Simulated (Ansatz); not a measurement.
# Several settings converged on YGe (Cm, 4 atoms in the cell)

```xyz
4
Lattice="2.1477 -5.3783 0.0000 2.1477 5.3783 0.0000 0.0000 0.0000 3.9665" Properties=species:S:1:pos:R:3 pbc="T T T"
Y      2.1477     3.8873     1.0416
Y      2.1477    -3.8873     2.9748
Ge     2.1477     0.9076     0.9916
Ge     2.1477    -0.9076     2.9748
```

Base method: PBEsol, default PAW files made with PBE (plane waves; Ansatz, a program for electronic structure).

Base settings: basis.ecutwfc = 420 eV; kpoints.mp_grid.grid = 5 5 5; hamiltonian.xc = pbesol; hamiltonian.pseudopotentials = {kind: paw} (the program's default PAW files); scf.occupations.method = fermi_dirac; scf.occupations.width = 0.1 eV.

The count of work is k-points × plane waves × bands × iterations; it is no time. Core times come from one kind of shared machine, to one figure; runs under 30 s give none.

**The cutoff for other potential files**

Level: DFT, PBEsol, plane waves, harder PAW files (source: ansatz) made with PBE.

In this ladder: hamiltonian.pseudopotentials = {kind: paw, source: ansatz}.

The second cell is the first with its lattice scaled by 0.98.

The mesh stays at the base's, so the ladder's end is converged at best in this setting alone.

The first pressure column holds Ansatz's estimate of the finite-basis (Pulay) stress, which hides part of the cutoff error; the other is without it.

Only quantities that move along the ladder and can be compared are tabulated.

```csv
basis.ecutwfc,free energy less the last step's (meV/atom),energy of the compressed cell less the first (meV/atom),pressure (GPa),pressure without the Pulay estimate (GPa),largest difference of a force vector from the last step's (eV/Å),count of work / last,core time / last (rough)
370 eV,8190.29,-33.43,-3.98,-232.66,0.015,0.11,–
450 eV,2059.02,-10.03,-3.09,-82.87,0.050,0.14,–
575 eV,143.53,-4.66,-2.96,-12.50,0.003,0.21,–
695 eV,3.76,-4.69,-2.95,-3.40,0.001,0.28,–
820 eV,0.25,-4.70,-2.95,-2.95,0.000,0.35,–
985 eV,0.16,-4.71,-2.95,-2.95,0.000,0.46,0.5
1230 eV,0.07,-4.71,-2.95,-2.95,0.000,0.65,0.6
1640 eV,0.00,-4.71,-2.95,-2.95,0.000,1.0,1
```

Coarsest basis.ecutwfc that holds the free energy within 5 meV/atom of the last step, with all finer ones: 695 eV, at 0.28 of the last step's count of work; the step before is off by 140 meV/atom.

Coarsest basis.ecutwfc that holds the energy of the compressed cell less the first within 0.5 meV/atom of the last step, with all finer ones: 575 eV, at 0.21 of the last step's count of work; the step before is off by 5.3 meV/atom.

Coarsest basis.ecutwfc that holds the pressure without the Pulay estimate within 0.5 GPa of the last step, with all finer ones: 695 eV, at 0.28 of the last step's count of work; the step before is off by 9.5 GPa.

The energy difference between the two cells stays within 1 meV/atom of the last step's from 575 eV on, the total only from 820 eV on: much of the error is common to both cells and cancels.

At the lowest cutoff the pressure without the Pulay estimate lies 230 GPa under the last step's, the usual sign of Pulay stress in an incomplete plane-wave basis.

**The density cutoff**

The mesh stays at the base's, so the ladder's end is converged at best in this setting alone.

Only quantities that move along the ladder and can be compared are tabulated.

```csv
basis.ecutrho_ratio,free energy less the last step's (meV/atom),pressure (GPa),largest difference of a force vector from the last step's (eV/Å)
2,-14.48,-2.39,0.010
3,-0.30,-2.96,0.001
4,-0.01,-2.97,0.000
5,0.00,-2.97,0.000
6,0.00,-2.97,0.000
8,0.00,-2.97,0.000
10,0.00,-2.97,0.000
12,0.00,-2.97,0.000
16,0.00,-2.97,0.000
```

Coarsest basis.ecutrho_ratio that holds the pressure within 0.05 GPa of the last step, with all finer ones: 3; the step before is off by 0.58 GPa.

Coarsest basis.ecutrho_ratio that holds the forces within 0.005 eV/Å of the last step, with all finer ones: 3; the step before is off by 0.010 eV/Å.

Coarsest basis.ecutrho_ratio that holds the free energy within 5 meV/atom of the last step, with all finer ones: 3; the step before is off by 14 meV/atom.

**The relaxed cell against the cutoff**

On YGe (Cmcm, 4 atoms in the cell): atoms on their sites.

In this ladder: relax = cell and atoms.

The mesh stays at the base's, so the ladder's end is converged at best in this setting alone.

Only quantities that move along the ladder and can be compared are tabulated.

| basis.ecutwfc | relaxed volume (Å³/atom) | relaxation steps |
|---|---|---|
| 210 eV | 22.041 | 86 |
| 250 eV | 21.978 | 25 |
| 295 eV | 22.066 | 14 |
| 355 eV | 22.061 | 8 |
| 420 eV | 22.059 | 6 |
| 505 eV | 22.060 | 6 |
| 630 eV | 22.059 | 6 |
| 840 eV | 22.059 | 6 |

Coarsest basis.ecutwfc that holds the relaxed volume within 0.022 Å³/atom of the last step, with all finer ones: 295 eV; the step before is off by 0.081 Å³/atom.

On the base run: the starting cell comes from a database of computed structures (which also holds hypothetical and non-ambient phases and stackings), without a prior relaxation at this level. Its lattice was rescaled by up to half a per cent. One atom was moved a little off its site on purpose.

Keys are those of Ansatz 0.2.
